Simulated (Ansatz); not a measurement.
The starting structures come from a database of crystals and need not be the phases stable at ambient conditions.

 Where the default PAW files enter, the runs use the earlier of Ansatz's two default sets.

Tunnelling through a barrier is set by its complex band structure: the current falls as exp(−2κd) with the smallest κ.

Data:

```xyz
12
Lattice="5.6389 0.0000 0.0000 0.0000 5.7118 0.0000 0.0000 2.1020 5.2904" Properties=species:S:1:pos:R:3 pbc="T T T"
Fe     2.7697     6.0480     3.7714
Fe     2.8692     1.7658     1.5190
Fe     5.5891     4.6217     1.5190
Fe     0.0498     3.1921     3.7714
As     2.0811     3.8959     0.7780
As     3.5578     3.9180     4.5125
As     4.9005     6.7739     4.5125
As     0.7384     1.0400     0.7780
S      4.9052     2.5701     1.8398
S      0.7337     5.2437     3.4506
S      2.0858     2.3878     3.4506
S      3.5531     5.4260     1.8398
```

Space group of this cell: P2_1/c. The cell is taken as given.

Transport runs along the normal of the first two printed cell vectors.

The gap is the functional's own. No spin-orbit coupling. Mid-gap values are interpolated on the energy grid.

**Question.** Estimate the band gap and the smallest decay constant κ at mid-gap that r2SCAN in Ansatz (a program for electronic structure) returns for this system.

**Answer.** Gap 0.83 eV on a 6×6×6 mesh; κ = 0.247 1/Å, at (0.000, 0.333) of the in-plane reciprocal vectors. At the zone centre, at the nearest computed energy, the slowest state has κ = 0.30 1/Å.
